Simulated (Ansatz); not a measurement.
Short convergence ladders for V3Au (Pmm2, 8 atoms in the cell)

```xyz
8
Lattice="4.8775 0.0000 0.0000 0.0000 4.8775 0.0000 0.0000 0.0000 4.8775" Properties=species:S:1:pos:R:3 pbc="T T T"
V      2.4387     1.2194     0.0000
V      2.4387     3.6581     0.0000
V      1.2694     0.0000     2.4387
V      3.6581     0.0000     2.4387
V      0.0000     2.4387     1.2194
V      0.0000     2.4387     3.6581
Au     2.4387     2.4387     2.4387
Au     0.0000     0.0000     0.0000
```
Moments meant for the start (each program seeds them in its own way; μB, in the order of the atoms V V V V V V Au Au): 2.0 2.0 2.0 2.0 2.0 2.0 0.0 0.0.

Base method: LDA (PW92), default PAW files made with PBE (plane waves; Ansatz, an electronic-structure program).

Base settings: basis.ecutwfc = 420 eV; kpoints.mp_grid.grid = 3 3 3; hamiltonian.xc = lda; hamiltonian.pseudopotentials = {kind: paw} (the program's default PAW files); magnetization.spin_polarized = true; scf.occupations.method = fermi_dirac; scf.occupations.width = 0.1 eV.

The count of work is k-points × plane waves × bands × iterations; it is no time. Core times come from one kind of shared machine, to one figure; runs under 30 s give none.

**The k-point mesh**

The second cell is the first with its lattice scaled by 0.98.

Only quantities that move along the ladder and can be compared are tabulated.

```csv
kpoints.mp_grid.grid,free energy less the last step's (meV/atom),energy of the compressed cell less the first (meV/atom),pressure (GPa),largest difference of a force vector from the last step's (eV/Å),count of work / last,core time / last (rough)
1 1 1,-774.93,-126.21,-28.37,0.188,0.019,–
3 3 3,-4.43,-42.96,-13.46,0.033,0.12,–
4 4 4,-0.40,-42.95,-13.44,0.018,0.39,0.3
5 5 5,2.45,-41.03,-13.14,0.010,0.42,0.4
7 7 7,0.00,-42.03,-13.30,0.000,1.0,1
```

Coarsest kpoints.mp_grid.grid that holds the energy of the compressed cell less the first within 2 meV/atom of the last step, with all finer ones: 3 3 3, at 0.12 of the last step's count of work; the step before is off by 84 meV/atom.

Coarsest kpoints.mp_grid.grid that holds the pressure within 0.5 GPa of the last step, with all finer ones: 3 3 3, at 0.12 of the last step's count of work; the step before is off by 15 GPa.

Coarsest kpoints.mp_grid.grid that holds the forces within 0.02 eV/Å: not settled: the last two steps still differ by 0.010 eV/Å, over half the tolerance, so the ladder does not show it.

Two neighbours can agree and both be off: 3 3 3 and 4 4 4 differ by 0.01 meV/atom in the energy of the compressed cell less the first, yet lie about 0.92 meV/atom from the last step.

**The k-point mesh at a smearing width of 0.02 eV**

In this ladder: scf.occupations.width = 0.02 eV.

Only quantities that move along the ladder and can be compared are tabulated.

At this width the smearing has changed the magnetic state: the net moment ends at 0.19 against 0.00 μB/atom in the base run.

```tsv
kpoints.mp_grid.grid	free energy less the last step's (meV/atom)	pressure (GPa)	largest difference of a force vector from the last step's (eV/Å)	net moment (μB/atom)	count of work / last	core time / last (rough)
3 3 3	-3.98	-13.67	0.068	0.277	0.064	–
5 5 5	2.97	-13.21	0.067	0.308	0.20	0.2
6 6 6	-2.06	-13.55	0.011	0.172	0.48	0.4
9 9 9	0.00	-13.49	0.000	0.190	1.0	1
```

Coarsest kpoints.mp_grid.grid that holds the pressure within 0.1 GPa: not settled: the last two steps still differ by 0.07 GPa, over half the tolerance, so the ladder does not show it.

Coarsest kpoints.mp_grid.grid that holds the net moment within 0.05 μB/atom of the last step, with all finer ones: 6 6 6, at about 0.4 of the last step's time; the step before is off by 0.12 μB/atom.

Coarsest kpoints.mp_grid.grid that holds the forces within 0.02 eV/Å: not settled: the last two steps still differ by 0.011 eV/Å, over half the tolerance, so the ladder does not show it.

**The k-point mesh at a smearing width of 0.3 eV**

In this ladder: scf.occupations.width = 0.3 eV.

Only quantities that move along the ladder and can be compared are tabulated.

```tsv
kpoints.mp_grid.grid	free energy less the last step's (meV/atom)	pressure (GPa)	largest difference of a force vector from the last step's (eV/Å)	count of work / last	core time / last (rough)
3 3 3	-4.63	-11.46	0.008	0.059	–
5 5 5	0.06	-11.30	0.000	0.22	0.1
6 6 6	-0.10	-11.34	0.000	0.51	0.4
9 9 9	0.00	-11.32	0.000	1.0	1
```

Coarsest kpoints.mp_grid.grid that holds the pressure within 0.05 GPa of the last step, with all finer ones: 5 5 5, at 0.22 of the last step's count of work and about 0.1 of the last step's time; the step before is off by 0.13 GPa.

Coarsest kpoints.mp_grid.grid that holds the forces within 0.005 eV/Å of the last step, with all finer ones: 5 5 5, at 0.22 of the last step's count of work and about 0.1 of the last step's time; the step before is off by 0.008 eV/Å.

Coarsest kpoints.mp_grid.grid that holds the free energy within 0.5 meV/atom of the last step, with all finer ones: 5 5 5, at 0.22 of the last step's count of work and about 0.1 of the last step's time; the step before is off by 4.6 meV/atom.

On the base run: the starting cell comes from a database of computed structures (which also holds hypothetical and non-ambient phases and stackings), without a prior relaxation at this level. Its lattice was rescaled by up to half a per cent. One atom was moved a little off its site on purpose. The starting moments vanished: the run ended non-magnetic, which need not be the lowest state. The program warned that a starting moment was not kept. In the base run, with a pressure of about -13 GPa the cell is away from its equilibrium volume at this level. Ansatz's pressure includes its estimate of the finite-basis (Pulay) stress. Without a gap this mesh is coarse (it stands for a supercell whose shortest vector is 15 Å).

Keys are those of Ansatz 0.2.
